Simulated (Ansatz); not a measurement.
Results of LDA in Ansatz (plane waves, PAW) for PdCl2 (R-3, No. 148; cell taken from a computed entry).

Numerical settings: plane-wave cutoff 500 eV, 6×6×6 k mesh, gaussian smearing 0.02 eV, scalar-relativistic PAW data made under PBE.

Computed at the level's own relaxed cell.

Task: Estimate the equilibrium volume per atom, lattice parameter a, lattice parameter c and band gap that the calculation returns.

Result: 
* **equilibrium volume per atom**: 21.48 Å³/atom
* **lattice parameter a**: 12.685 Å
* **lattice parameter c**: 8.325 Å
* **band gap**: 1.10 eV (on the SCF k mesh)

Note: the relaxation could not lower the start's symmetry, so the cell can be a saddle point above a distorted one.

Spin–orbit coupling is not included.

Ansatz is a program for electronic structure.
